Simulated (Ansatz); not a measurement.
## Smallest direct gap on the k points sampled of ZnSnO3 (Pnma, No. 62, 20 atoms in the cell; start mp-1337169) at several levels of theory

No measured value is used here.

```
level (code)         value (eV)
-------------------  ----------
LDA (Ansatz)               1.29
PBEsol+SOC (Ansatz)        1.29
HSE06 (Ansatz)                ?
```

Task: Some entries are withheld; supply them.

Result: 
- HSE06 (Ansatz, a program for electronic structure), value (eV): 3.04

Computed values are for a static lattice. Spin–orbit coupling is included only where a level's name says +SOC; with heavier elements it mostly lowers gaps and can invert bands.  Values are at the PBEsol cell. Cutoffs and k meshes differ between the levels. Ansatz's density-functional and Hartree–Fock values are scalar-relativistic unless marked +SOC, with PAW data made under PBE.

A start named mp-… is a Materials Project structure, which need not be a measured phase.
